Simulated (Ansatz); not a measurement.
A self-consistent single point of InSe (P3m1, 8 atoms in the cell) with Ansatz (a quantum-chemistry and plane-wave program).

Computed with LDA (PW92), harder PAW files (source: ansatz) made with PBE (plane waves; Ansatz).

```
CELL_PARAMETERS angstrom
      4.06757     0.00000     0.00000
     -2.03378     3.52262     0.00000
      0.00000     0.00000    18.14232
ATOMIC_POSITIONS crystal
  In 0.00000 0.00000 0.58015
  In 0.00000 0.00000 0.42261
  In 0.33333 0.66667 0.92261
  In 0.33333 0.66667 0.07739
  Se 0.66667 0.33333 0.85300
  Se 0.66667 0.33333 0.14700
  Se 0.33333 0.66667 0.64702
  Se 0.33333 0.66667 0.35298
```

Reference input (self-consistent single point, DFT, LDA (PW92), plane waves, default PAW files made with PBE): basis.ecutwfc = 420 eV; kpoints.mp_grid.grid = 4 4 1; hamiltonian.xc = lda; hamiltonian.pseudopotentials = {kind: paw} (the program's default PAW files); scf.occupations.method = fixed. This run's input differs from it in these lines:

Ansatz 0.2 input:
```diff
@@ -15,3 +15,3 @@
 basis:
-  ecutwfc: 420.0
+  ecutwfc: 495.0
 kpoints:
@@ -23,2 +23,3 @@
     kind: paw
+    source: ansatz
 scf:
```

The program printed (abridged):

```
SCF iter   1: F=—  HF=-56851.233004 eV  |F-HF|=—  |Δ(HF+E_count)|=         —  Δρ=6.87e-2  dr2=5.71e1  ethr=3.10e-3  ⟨swp⟩=5.0  Hψ=1013  notcnv=0  defer=46
all-band conjugate gradients solve this SCF's bands
preconditioner: auto → Resta (q_TF=auto, 2.484 Å⁻¹)
SCF iter   2: F=—  HF=-56842.420679 eV  |F-HF|=—  |Δ(HF+E_count)|=    8.81e0  Δρ=2.71e-2  dr2=4.51e0  ethr=3.10e-3  ⟨swp⟩=4.8  Hψ=699  notcnv=0  defer=47
   [... lines left out ...]
SCF iter   8: F=—  HF=-56841.331693 eV  |F-HF|=—  |Δ(HF+E_count)|=   7.18e-5  Δρ=9.12e-5  dr2=7.78e-5  ethr=1.95e-7  ⟨swp⟩=2.0  Hψ=526  notcnv=0  defer=50
SCF iter   9: F=—  HF=-56841.332235 eV  |F-HF|=—  |Δ(HF+E_count)|=   5.42e-4  Δρ=4.02e-5  dr2=1.48e-5  ethr=5.26e-8  ⟨swp⟩=2.0  Hψ=375  notcnv=0  defer=44
SCF iter  10: F=—  HF=-56841.332233 eV  |F-HF|=—  |Δ(HF+E_count)|=   1.29e-6  Δρ=7.77e-6  dr2=2.99e-7  ethr=9.97e-9  ⟨swp⟩=2.0  Hψ=361  notcnv=0  defer=44
SCF iter  11: F=-56841.332233 eV  HF=-56841.332233 eV  |F-HF|=1.75e-8  |Δ(HF+E_count)|=   1.60e-7  Δρ=3.18e-6  dr2=5.14e-8  ethr=6.76e-11  ⟨swp⟩=11.2  Hψ=1778  notcnv=0
SCF 1 converged in 11 iterations: F = -56841.332233 eV  dr2 = 5.14e-8
Free energy (F): -56841.332233 eV
Internal energy: -56841.332233 eV  (E = F + TS)
E sigma→0 (E₀):  -56841.332233 eV
Fermi energy:    6.564586 eV
--- Forces (eV/Å), atoms counted from 1 ---
  atom   1  In     0.00000000    -0.00000000    -0.45296247
  atom   2  In    -0.00000000     0.00000000     0.15817314
  atom   3  In     0.00000000     0.00000000    -0.02423888
  atom   4  In     0.00000000    -0.00000000     0.03325563
  atom   5  Se     0.00000000     0.00000000     0.25632812
  atom   6  Se     0.00000000    -0.00000000    -0.26524177
  atom   7  Se    -0.00000000     0.00000000     0.03203078
  atom   8  Se     0.00000000     0.00000000     0.26279780
--- Stress (GPa, compression-positive) ---
       -2.433408       0.000000       0.000000
        0.000000      -2.433408      -0.000000
        0.000000      -0.000000      -2.792674
  P = ⅓ Tr σ = -2.5532 GPa (-25.532 kbar)
  The stress holds the Pulay correction. Without it, at fixed plane waves, as pw.x and ABINIT print it: P = -7.9979 GPa
```

The run converged in 11 iterations. Against the reference run the pressure moves little (-2.53 to -2.55 GPa), the largest force moves little (0.452 to 0.453 eV/Å) and the gap on the mesh hardly changes (0.416 to 0.418 eV).

The starting cell comes from a database of computed structures (which also holds hypothetical and non-ambient phases and stackings), without a prior relaxation at this level. Its lattice was rescaled by up to half a per cent. One atom was moved a little off its site on purpose. Ansatz's pressure includes its estimate of the finite-basis (Pulay) stress. Without the estimate this run gives -8.00 GPa. The cutoff lies below the one recommended for these files.
